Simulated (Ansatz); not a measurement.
# KTaO3, pressure series

Start from KTaO$_{3}$ in the cubic perovskite structure (space group Pm-3m, No. 221; a = 4.0232 Å).

Cell and atoms are relaxed at each pressure.

Level of theory: Ansatz (a quantum-chemistry and plane-wave program), PBE, PAW, cutoff 420 eV, no spin-orbit coupling, earlier PAW set.

| case | lattice parameter a | smallest direct gap | band gap |
|---|---|---|---|
| base | 4.023 Å | 2.81 eV | 2.17 eV |
| pressure −2 GPa | 4.038 Å | 2.78 eV | 2.15 eV |
| pressure −1 GPa | 4.030 Å | 2.80 eV | 2.16 eV |
| pressure 1.8 GPa | 4.011 Å | 2.82 eV | 2.19 eV |
| pressure 4.2 GPa | 3.995 Å | 2.85 eV | 2.22 eV |
| pressure 9 GPa | ___ | ___ | ___ |
| pressure 18 GPa | 3.918 Å | 2.94 eV | 2.35 eV |
| pressure 30 GPa | 3.864 Å | 2.99 eV | 2.44 eV |
| pressure 45 GPa | 3.808 Å | 3.02 eV | 2.52 eV |
| pressure 60 GPa | 3.760 Å | 3.02 eV | 2.59 eV |

Question: Fill in the withheld entries from the trend.

Answer: 
- pressure 9 GPa, lattice parameter a: 3.966 Å
- pressure 9 GPa, smallest direct gap: 2.89 eV
- pressure 9 GPa, band gap: 2.27 eV

Spin-orbit coupling, missing from the scalar runs, can matter with Ta. Load acts through the strain it causes; cell and atoms are relaxed under it. Stability against distortions was not tested. Competing high-pressure phases were not computed.
